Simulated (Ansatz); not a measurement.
**BiB in the zinc blende structure (space group F-43m, No. 216; a hypothetical phase, not in the database extracts checked)**

```cif
data_BBi
_chemical_formula_sum 'Bi1 B1'
_space_group_name_H-M_alt 'P 1'
_space_group_IT_number 1
_cell_length_a 3.85771
_cell_length_b 3.85771
_cell_length_c 3.85771
_cell_angle_alpha 60.000
_cell_angle_beta 60.000
_cell_angle_gamma 60.000
loop_
_space_group_symop_operation_xyz
  'x, y, z'
loop_
_atom_site_label
_atom_site_type_symbol
_atom_site_fract_x
_atom_site_fract_y
_atom_site_fract_z
_atom_site_occupancy
Bi1 Bi 0.75000 0.75000 0.75000 1
B1 B 0.00000 0.00000 0.00000 1
```

Calculations: Kohn–Sham DFT with the PBEsol functional, run in Ansatz (a quantum-chemistry and plane-wave program) with PAW and 420 eV plane waves, no spin-orbit coupling. Settings: 10×10×10 k-points, 0.05 eV Fermi–Dirac smearing.

| Property | Result |
|---|---|
| Volume per atom | 20.30 Å³ |
| Density | 8.99 g/cm³ |
| Band gap | 0.45 eV, direct at Γ |
| Electron mass | 0.034 mₑ |
| Hole mass (degenerate bands, along [100]) | 0.033, 0.23, 0.23 mₑ |
| Lowest conduction-band minima above the VBM | Γ 0.45 eV; L along ⟨111⟩ 0.46 eV; a point along ⟨100⟩, about 0.9 Å⁻¹ from Γ 0.63 eV |
| Total energy | -6196.547 eV/atom (σ→0; compares only within this code and set-up) |

With Bi present, leaving out spin-orbit coupling can change the band edges. Effective masses come from finite differences of ±0.01 Å⁻¹. Whether these cells are dynamically stable was not tested.
